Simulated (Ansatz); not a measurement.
**Sr, response to strain**

Take Sr in the fcc (Cu type) structure (space group Fm-3m, No. 225; a = 6.105 Å; relaxed with 0.1 eV smearing) as the base. Axes: x, y, z lie along the cube axes.

Strains are applied to the cell and any free atomic positions relax; under biaxial strain the out-of-plane vector relaxes too.

Calculations: Ansatz (an electronic-structure program) r2SCAN, without spin-orbit coupling, earlier PAW set.

Candidates:
(a) isotropic strain +2.51 %
(b) uniaxial strain ε_zz = −2.05 %
(c) biaxial strain −0.45 %, plane normal [001], relaxed out of plane
(d) isotropic strain +1.14 %
(e) isotropic strain −4.41 %

Notes on the quantities. energy relative to the base: free energy F.

### Question
Order them by energy relative to the base, highest first.

### Answer
(e) isotropic strain −4.41 % (+41 meV/atom), (a) isotropic strain +2.51 % (+12 meV/atom), (d) isotropic strain +1.14 % (+2.4 meV/atom), (b) uniaxial strain ε_zz = −2.05 % (+1.1 meV/atom), (c) biaxial strain −0.45 %, plane normal [001], relaxed out of plane (+0.1 meV/atom)

No phonon test of stability was made.
